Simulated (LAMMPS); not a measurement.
An MD run on Al (fcc) with 10 % of Al sites Si, 864 atoms, at 300 K and 0 GPa, heated as the crystal.

Model: classical MD, pair style meam, file AlSiMgCuFe.meam, run in LAMMPS.

```json
{
  "state_found": "crystal; no diffusion seen in 30 ps",
  "density": "2.7601 ± 0.0004 g/cm³",
  "volume_per_atom": "16.299 ± 0.003 Å³",
  "enthalpy_per_atom": "-3.4048 ± 0.0002 eV",
  "first peak of g(r), Al-Si": "2.66 Å, height 2.8",
  "coordination number of Al by Si": "1.17 (counted to 3.50 Å)",
  "coordination number of Si by Al": "10.6 (counted to 3.50 Å)",
  "first peak of g(r), Al-Al": "2.82 Å, height 4.7",
  "coordination number of Al by Al": "10.8 (counted to 3.50 Å)",
  "first peak of g(r), Si-Si": "2.98 Å, height 6.7",
  "coordination number of Si by Si": "1.38 (counted to 3.78 Å)",
  "most common Al-Si-Al angle": "in the 3° bin centred on 61.5° (mean of all 98°)",
  "mean_frequency_of_the_velocity_spectrum": "8.3 THz",
  "cost": "very roughly 27 core-minutes"
}
```

Potential: file AlSiMgCuFe.meam of the LAMMPS distribution; its header cites Jelinek, Groh, Horstemeyer, Houze, Kim, Wagner, Moitra and Baskes, Phys Rev B, 85, 245102 (2012).

Caution: the random arrangement on this lattice is imposed, and need not be a phase that exists in equilibrium.

States go by the mean squared displacement: a species diffuses where it passes 1.5 Å², still rises and gives D over 1e-6 cm²/s; a crystal has left its structure where atoms lie 0.35 Å off their sites on average or a cubic box changes its shape by 3 %.

The ± values are statistical; the model's systematic error is not in them.

```tsv
angle (°)	probability per degree, Al-Si-Si	probability per degree, Al-Si-Al	probability per degree, Al-Al-Si
34.50	0.0000	0.0000	0.0000
37.50	0.0008	0.0000	0.0001
40.50	0.0030	0.0000	0.0009
43.50	0.0035	0.0001	0.0023
46.50	0.0051	0.0005	0.0058
49.50	0.0129	0.0024	0.0108
52.50	0.0170	0.0080	0.0144
55.50	0.0207	0.0171	0.0160
58.50	0.0202	0.0249	0.0159
61.50	0.0147	0.0277	0.0150
64.50	0.0091	0.0235	0.0124
67.50	0.0049	0.0116	0.0099
70.50	0.0028	0.0037	0.0081
73.50	0.0029	0.0015	0.0052
76.50	0.0026	0.0012	0.0040
79.50	0.0038	0.0019	0.0049
82.50	0.0070	0.0049	0.0065
85.50	0.0116	0.0080	0.0086
88.50	0.0154	0.0125	0.0098
91.50	0.0111	0.0134	0.0100
94.50	0.0075	0.0104	0.0086
97.50	0.0038	0.0061	0.0068
100.5	0.0035	0.0034	0.0052
103.5	0.0034	0.0028	0.0049
106.5	0.0039	0.0036	0.0061
109.5	0.0064	0.0057	0.0085
112.5	0.0118	0.0093	0.0127
115.5	0.0170	0.0148	0.0154
118.5	0.0204	0.0211	0.0169
121.5	0.0204	0.0224	0.0163
124.5	0.0136	0.0180	0.0141
127.5	0.0074	0.0115	0.0105
130.5	0.0048	0.0057	0.0071
133.5	0.0031	0.0025	0.0045
136.5	0.0026	0.0013	0.0026
139.5	0.0022	0.0011	0.0018
142.5	0.0019	0.0008	0.0011
145.5	0.0013	0.0006	0.0009
148.5	0.0006	0.0003	0.0009
151.5	0.0005	0.0003	0.0008
154.5	0.0004	0.0003	0.0008
157.5	0.0008	0.0003	0.0012
160.5	0.0015	0.0008	0.0014
163.5	0.0021	0.0015	0.0022
166.5	0.0026	0.0031	0.0034
169.5	0.0048	0.0052	0.0047
172.5	0.0068	0.0071	0.0061
175.5	0.0062	0.0076	0.0052
178.5	0.0029	0.0033	0.0020
```
